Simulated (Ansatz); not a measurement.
Take HfN in the rock salt structure (space group Fm-3m, No. 225; a = 4.5255 Å) as the base. Axes: x, y, z lie along the cube axes.

Computed with r2SCAN, PAW, 500 eV (Ansatz, a program for electronic structure; spin-orbit coupling left out).

Before the change:

```
Quantity                         Value
-----------------------------  -------
Shortest interatomic distance  2.263 Å
```

Modification: a free-standing slab of 3 layers (6 atoms, 2 a layer) is cut normal to the z axis, with 15 Å of vacuum and the in-plane cell held at bulk.

Estimate the effect on the change of the spacing d12 from its bulk value of 2.263 Å.

The change of the spacing d12 from its bulk value of 2.263 Å comes out as -0.8 %.

Predict the new shortest interatomic distance.

The shortest interatomic distance falls by 0.134 Å to 2.129 Å.

Predict the new excess energy per area of both faces.

The excess energy per area of both faces (slab less bulk energy over the cell's area: twice a surface energy) amounts to 3.2 J/m² (uncertain by up to 0.09 J/m²).

Slab and bulk use different k-meshes, which limits the precision of the excess energy. No phonon test of stability was made. The final runs are not spin-polarised. An odd electron count without spin: HfN.
